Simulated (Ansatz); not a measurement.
**TiSi2: pressure series**

Base system: TiSi2 (space group Fddd, No. 70; a = 4.7791 Å, b = 8.2295 Å, c = 8.5206 Å).

Cell and atoms are relaxed at each pressure.

Method: r2SCAN, PAW, 500 eV (Ansatz, a first-principles code; spin-orbit coupling left out).

Two rows of this table had their results exchanged by mistake.

```
pressure           volume per atom (Å³)  shortest distance (Å)  band gap
-----------------  --------------------  ---------------------  --------
pressure −2 GPa                   14.16                  2.529      zero
pressure −1 GPa                   14.06                  2.524      zero
pressure 0.9 GPa                  13.88                  2.515      zero
pressure 2.1 GPa                  12.04                  2.418      zero
pressure 4.5 GPa                  13.57                  2.500      zero
pressure 9 GPa                    13.22                  2.482      zero
pressure 15 GPa                   12.83                  2.461      zero
pressure 22.5 GPa                 12.41                  2.438      zero
pressure 30 GPa                   13.77                  2.510      zero
```

Problem. Which two?

Solution. The rows for pressure 2.1 GPa and pressure 30 GPa: the volume has to fall steadily with pressure, so 13.77 Å³ belongs to pressure 2.1 GPa and 12.04 Å³ to pressure 30 GPa.

Load acts through the strain it causes; cell and atoms are relaxed under it. Whether these cells are dynamically stable was not tested. No other phases were tried under pressure. All final runs are without spin polarisation.
